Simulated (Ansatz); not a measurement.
F on the 1x1 (110) surface of bcc W, one in a 3x3 cell, energies for each (64.5 Å²). Energies are against ½ F2(g), without zero-point or thermal terms; each row is named by its start.

Method: PBE (plane waves to 420 eV, PAW; Ansatz, an electronic-structure program).

Question: Which site binds most strongly?
A) hollow W-W-W
B) top W

Answer: B, top W. Adsorption energies: top W -3.78 eV; hollow W-W-W -3.69 eV.
